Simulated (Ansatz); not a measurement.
Base system: AgCl in the rock salt structure (space group Fm-3m, No. 225).

```
AgCl
1.0
    0.00000     2.72374     2.72374
    2.72374     0.00000     2.72374
    2.72374     2.72374     0.00000
Ag Cl
1 1
Cartesian
  0.00000   0.00000   0.00000
  2.72374   2.72374   2.72374
```

All numbers come from PBEsol (Ansatz, a program for electronic structure; PAW; 420 eV plane waves; without spin-orbit coupling).

For the base:

The volume per atom is 20.21 Å³. The valley order is Γ 0.72 eV; X along ⟨100⟩ 2.13 eV.

Modification: a negative pressure, −1 GPa.

Question: How does this affect the volume per atom?

Answer: The volume per atom goes up by 0.38 Å³ to 20.59 Å³.

Question: Estimate the effect on the valley order.

Answer: The valley order (the lowest conduction-band minima on the path, energy above the VBM, named in the base's zone) becomes Γ 0.73 eV; X along ⟨100⟩ 2.17 eV (base: Γ 0.72 eV; X along ⟨100⟩ 2.13 eV).

The levels and masses belong to the bands next to the band gap. Load acts through the strain it causes; cell and atoms are relaxed under it. Whether these cells are dynamically stable was not tested.
